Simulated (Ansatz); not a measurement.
Si (diamond structure), Σ3 (110) twist. One Ga atom replaces one Si atom in a bicrystal of 63 atoms (one solute to 63 Å² of one boundary, a high coverage); atoms relaxed, cell held. Energies count from the site farthest from both boundaries, which lies only 5.1 Å away; negative means that the solute is drawn to the site. The cell is neutral, and spin is allowed where the electrons are odd. k-points: Γ-centred 3×3×1 mesh; occupations: Fermi-Dirac, 0.050 eV; spin-polarised, moments started parallel. Spin-orbit coupling is left out.

Sites tried, by distance from the nearest boundary plane (Å): 0.53, 0.62, 0.96, 2.47.

Does Ga segregate by PBE in Ansatz (an electronic-structure program), and with what energy at each site?

0.53 Å: 0.08 eV; 0.62 Å: -0.21 eV; 0.96 Å: 0.39 eV; 2.47 Å: 0.17 eV. The most favoured site tried binds it by 0.21 eV.
